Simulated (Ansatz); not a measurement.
Results of r²SCAN+rVV10 (Ansatz, a first-principles code, PAW) for TiAl3 (I4/mmm, No. 139).

Run with plane-wave cutoff 560 eV, 20×20×20 k mesh, Fermi–Dirac smearing 0.05 eV, no spin polarisation, scalar-relativistic PAW data made under PBE.

Computed at the level's own relaxed cell.

### Question
What does this level give for the equilibrium volume per atom, pressure derivative B′ of the bulk modulus, lattice parameter c and bulk modulus B0?

### Answer

equilibrium volume per atom: 15.58 Å³/atom
pressure derivative B′ of the bulk modulus: 4.0
lattice parameter c: 8.547 Å
bulk modulus B0: 117 GPa

The run finds no gap.

Measured, for comparison: equilibrium volume per atom 15.93 Å³/atom (temperature not stated, not corrected to a static lattice; as tabulated in P. Norby and A. Norlund Christensen, Acta Chemica Scandinavica A40, 157 (1986)). Computed (rounded) less measured: equilibrium volume per atom -2.2 %.

Note: the bulk modulus comes from volumes at which shape and atoms were relaxed.

Computed values are for the static lattice.
